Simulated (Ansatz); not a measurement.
Take InAgTe2 in the chalcopyrite structure (space group I-42d, No. 122) as the base.

```
InAgTe2
1.0
   -3.28433     3.28433     6.49971
    3.28433    -3.28433     6.49971
    3.28433     3.28433    -6.49971
In Te Ag
2 4 2
Cartesian
  0.00000   0.00000   6.49971
  3.28433   0.00000   3.24985
  1.60547   1.64216   1.62493
 -1.64216   1.67886   4.87478
  1.67886   1.64216   8.12463
  4.92649   1.60547  -1.62493
  0.00000   0.00000   0.00000
  0.00000   3.28433   3.24985
```

Cartesian axes are those of the cell as printed.

Calculations: plane-wave PAW DFT at the PBE level (Ansatz, a first-principles code, 420 eV), no spin-orbit coupling.

Before the change:

The volume per atom comes out as 35.06 Å³ and the pressure is 0.01 GPa.

The change: compressive biaxial strain of 1.50 % in the plane normal to [001], as in epitaxy on a mismatched substrate; the out-of-plane cell vector and the atoms relax.

What happens to the volume per atom?

The volume per atom drops by 0.37 Å³ to 34.69 Å³.

What does the calculation give for the pressure after the change?

The pressure (mean of the normal stresses, compression positive) increases by 0.38 GPa to 0.39 GPa.

Whether these cells are dynamically stable was not tested.
